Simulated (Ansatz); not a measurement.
Hypothetical zinc blende TlBr: pressure series

Consider TlBr in the zinc blende structure (space group F-43m, No. 216; a = 7.311 Å; a hypothetical phase, not in the database extracts checked).

Cell and atoms are relaxed at each pressure.

Levels (all Ansatz, a quantum-chemistry and plane-wave program, PAW): PBEsol (420 eV, scalar-relativistic without spin-orbit coupling); HSE06 (420 eV, without spin-orbit coupling).

Band gaps by level, all at the geometries relaxed with PBEsol:

| case | PBEsol | HSE06 |
|---|---|---|
| base | 2.76 eV | 3.55 eV |
| pressure −2 GPa | 3.15 eV | 4.05 eV |
| pressure −1 GPa | 2.96 eV | 3.78 eV |
| pressure 1.8 GPa | 2.47 eV | 3.22 eV |
| pressure 4.2 GPa | 2.15 eV | 2.86 eV |
| pressure 9 GPa | 1.63 eV | 2.31 eV |
| pressure 18 GPa | 0.92 eV | 1.54 eV |
| pressure 30 GPa | 0.23 eV | 0.80 eV |

Single points use the geometry relaxed with PBEsol. HSE06 gaps are upper bounds (no full band path). With Tl present, leaving out spin-orbit coupling can change the band edges. Load acts through the strain it causes; cell and atoms are relaxed under it. Whether these cells are dynamically stable was not tested. No other phases were tried under pressure. The zero or small gap of TlBr under pressure 30 GPa can change with the level of theory.
